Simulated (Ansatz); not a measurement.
The reference is Sn4Pd (space group Ccce, No. 68; a = 6.443 Å, b = 11.422 Å, c = 6.398 Å).

Calculations: DFT with PBEsol, PAW potentials and a 420 eV plane-wave cutoff in Ansatz (a program for electronic structure), scalar-relativistic without spin-orbit coupling.

One change was made to it. Results:

The shortest interatomic distance rises by 0.024 Å, from 2.779 Å to 2.803 Å; the band gap stays zero.

Q: Name the change that was made.
A. pressure −1 GPa
B. pressure 7.5 GPa
C. pressure −2 GPa
D. pressure 3 GPa

A: C, pressure −2 GPa. For comparison, the shortest interatomic distance in the other runs: pressure −1 GPa gives 2.790 Å; pressure 3 GPa gives 2.747 Å; pressure 7.5 GPa gives 2.709 Å.

Load acts through the strain it causes; cell and atoms are relaxed under it. No phonon test of stability was made. No other phases were tried under pressure. All final runs are without spin polarisation.
